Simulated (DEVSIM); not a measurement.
abrupt Si p-n junction

Structure: abrupt Si p-n junction, at 300 K.

| layer (left to right) | material | thickness (μm) | Nd (cm⁻³) | Na (cm⁻³) | τn (s) | τp (s) |
|---|---|---|---|---|---|---|
| 1 | Si | 8.40 | - | 2.2e17 | 1.1e-5 | 1.1e-5 |
| 2 | Si | 3.00 | 3.6e16 | - | 1.1e-5 | 1.1e-5 |

Left contact: ohmic. Right contact: ohmic. Voltage is applied to the left contact. Recombination: SRH at mid-gap, Auger. Mobility is μmin + (μ − μmin)/(1 + (N/Nref)^α).

The device is made up for the run: typed textbook-type constants, with dimensions and the other settings drawn at random. Values at 300 K.

```
parameter           Si
-------------  -------
gap (eV)         1.124
affinity (eV)     4.05
permittivity      11.7
Nc (cm⁻³)      2.86e19
Nv (cm⁻³)       3.1e19
μn (cm²/Vs)       1417
μp (cm²/Vs)        470
μn,min              52
μp,min              45
Nref,n          9.7e16
Nref,p          2.2e17
αn                0.68
αp                0.72
Cn (cm⁶/s)     2.8e-31
Cp (cm⁶/s)     9.9e-32
```

Simulated with DEVSIM: 1D drift-diffusion, Boltzmann statistics, complete ionisation; no tunnelling, impact ionisation, image-force lowering or self-heating.

```json
{
  "potential_step_across_the_device_at_zero_bias": "0.823 V",
  "largest_field_in_the_device_at_zero_bias": "86000 V/cm",
  "Dark forward voltage at 1 A/cm²": "0.639 V",
  "Dark forward voltage at 100 A/cm²": "0.773 V"
}
```

Small-signal capacitance in reverse bias (quasi-static):

| V (V) | C (nF/cm²) |
|---|---|
| -0.2 | 51.4 |
| -0.5 | 44.9 |
| -1 | 38.1 |
| -1.5 | 33.6 |
| -2 | 30.4 |
| -3 | 26.1 |
| -4 | 23.2 |
| -5 | 21.1 |

Dark reverse current:

| V (V) | J (A/cm²) |
|---|---|
| -0.20 | -2.8e-10 |
| -0.50 | -5.4e-10 |
| -1.00 | -9.0e-10 |
| -1.50 | -1.2e-9 |
| -2.00 | -1.4e-9 |
| -3.00 | -1.9e-9 |
| -4.00 | -2.3e-9 |
| -5.00 | -2.6e-9 |
